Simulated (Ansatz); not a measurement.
The reference is AlAs in the zinc blende structure (space group F-43m, No. 216; a = 5.6743 Å). Axes: x, y, z lie along the cube axes.

Level of theory: PBEsol (Ansatz, a first-principles code; PAW; 420 eV plane waves; without spin-orbit coupling), earlier PAW set.

For the base:

| Item | Result |
|---|---|
| Valley order | X along ⟨100⟩ 1.34 eV; Γ 1.91 eV; L along ⟨111⟩ 2.06 eV |

One thing is altered: biaxial strain −4.90 %, plane normal [001], relaxed out of plane (Cartesian); in-plane vectors clamped, the third vector and the atoms free.

Q: Predict the new ratio −ε⊥/ε∥, valley order and energy relative to the base.

A: The ratio −ε⊥/ε∥ amounts to 0.96; the valley order (the lowest conduction-band minima on the path, energy above the VBM, named in the base's zone) becomes X along [010] 0.91 eV; X along [001] 1.42 eV; L along [111] 1.82 eV; Γ 2.06 eV (base: X along ⟨100⟩ 1.34 eV; Γ 1.91 eV; L along ⟨111⟩ 2.06 eV); the energy grows by 41 meV/atom.

The levels and masses belong to the bands next to the band gap. Stability against distortions was not tested.
